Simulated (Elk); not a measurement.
A self-consistent single point of Sb (R-3m, 2 atoms in the cell) with Elk.

Method of the run: PBEsol, all-electron FP-LAPW, Elk's shipped species files, default APW+lo basis (Elk 10.2.4).

```
CELL_PARAMETERS angstrom
      3.97713    -2.16578     0.00000
      3.97713     2.16578     0.00000
      2.79774     0.00000     3.56101
ATOMIC_POSITIONS crystal
  Sb 0.23791 0.23791 0.23791
  Sb 0.76650 0.76650 0.76650
```

Reference input (self-consistent single point, DFT, PBEsol, all-electron FP-LAPW, Elk's shipped species files, default APW+lo basis): xctype = 22; rgkmax = 7; stype = 3; swidth = 0.00367493 Ha; ngridk = 6 6 6. This run's input differs from it in these lines:

```diff
@@ -13,3 +13,3 @@
 swidth
-  0.00367493
+  0.0110248
 
@@ -34,3 +34,3 @@
 ngridk
-  6 6 6
+  8 8 8
```

Output (repeated stretches shortened):

```
│ Self-consistent loop started │
│ Loop number : 1 │
 total energy                :     -12969.6783396
│ Loop number : 2 │
 total energy                :     -12969.6426453
RMS change in Kohn-Sham potential (target) :   0.8749631953E-01 (  0.1000000000E-05)
Absolute change in total energy (target)   :   0.3569428532E-01 (  0.1000000000E-03)
│ Loop number : 3 │
 total energy                :     -12969.2166221
RMS change in Kohn-Sham potential (target) :   0.8264583073E-01 (  0.1000000000E-05)
Absolute change in total energy (target)   :   0.4349468081     (  0.1000000000E-03)
│ Loop number : 4 │
   [... lines left out ...]
Absolute change in total energy (target)   :   0.8332321086E-03 (  0.1000000000E-03)
│ Loop number : 13 │
 total energy                :     -12961.7612696
RMS change in Kohn-Sham potential (target) :   0.2721731073E-07 (  0.1000000000E-05)
Absolute change in total energy (target)   :   0.2011679971E-03 (  0.1000000000E-03)
│ Loop number : 14 │
 total energy                :     -12961.7612737
RMS change in Kohn-Sham potential (target) :   0.9107144442E-08 (  0.1000000000E-05)
Absolute change in total energy (target)   :   0.4619970423E-04 (  0.1000000000E-03)
Convergence targets achieved

│ Loop number : 15 │

Energies :
 Fermi                       :     0.221622333710
 total energy                :     -12961.7612736

Density of states at Fermi energy :    18.95702152
 (states/Hartree/unit cell)

Estimated indirect band gap :   0.1023504141E-01
 from k-point      5 to k-point      5
Estimated direct band gap   :   0.1023504141E-01
 at k-point      5

Charges :
 core                        :    72.00000000
 valence                     :    30.00000000
 interstitial                :    4.120271008
 muffin-tins (core leakage)
  species :    1 (Sb)
   atom    1                 :    48.93986450     (  0.7914305868E-03)
   atom    2                 :    48.93986450     (  0.7914305868E-03)
 total in muffin-tins        :    97.87972899
 total calculated charge     :    101.9952385
 total charge                :    102.0000000
 error                       :   0.4761511981E-02

│ Self-consistent loop stopped │
```

The run converged in 15 iterations. The count includes the last loop, which Elk runs after its targets are met. Against the reference run the free energy goes down by 39.6 meV/atom.

The starting cell has typed, rounded lattice constants, without a prior relaxation at this level. Its lattice was rescaled by up to half a per cent. One atom was moved a little off its site on purpose. Spin-orbit coupling is off. Values depend on the basis (sphere radii, cutoffs, local orbitals), which need not be converged. The log's line on a gap gives a spacing of levels on this mesh, which the program prints for metals too.
